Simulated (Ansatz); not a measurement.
Reference: Ir (Fm-3m), PBEsol, DFPT electron-phonon coupling, linearised Boltzmann equation (plane waves, PAW, scalar-relativistic; Ansatz, a first-principles code); axes and stresses refer to this cell.

```
Ir
1.0
    0.00000     1.91493     1.91493
    1.91493     0.00000     1.91493
    1.91493     1.91493     0.00000
Ir
1
Direct
  0.00000   0.00000   0.00000
```

- electron-phonon coupling λ = 0.40
- resistivity at 300 K = 4.4 μΩ·cm
- logarithmic mean phonon energy = 18.4 meV

```csv
Change,electron-phonon coupling λ,resistivity at 300 K,logarithmic mean phonon energy
hydrostatic pressure -4 GPa,0.41,4.7 μΩ·cm,17.9 meV
hydrostatic pressure 15 GPa,…,…,20.0 meV
hydrostatic pressure 30 GPa,0.33,3.2 μΩ·cm,…
hydrostatic pressure 5 GPa,0.39,4.1 μΩ·cm,18.9 meV
```

Q: What belongs in the gaps?

A: 
- hydrostatic pressure 15 GPa, electron-phonon coupling λ: 0.36
- hydrostatic pressure 15 GPa, resistivity at 300 K: 3.7 μΩ·cm
- hydrostatic pressure 30 GPa, logarithmic mean phonon energy: 21 meV

Metals; harmonic phonons alone scatter; means over directions. Halving the electron mesh moves these values by up to 6 %; q meshes are mostly untested. Some of the runs warned that the eigensolver left states short of its tolerance. Spin-orbit coupling is left out unless a row names it. Stresses and pressures are the targets of the relaxation.  The structure type is held under load, also where the real crystal would transform.
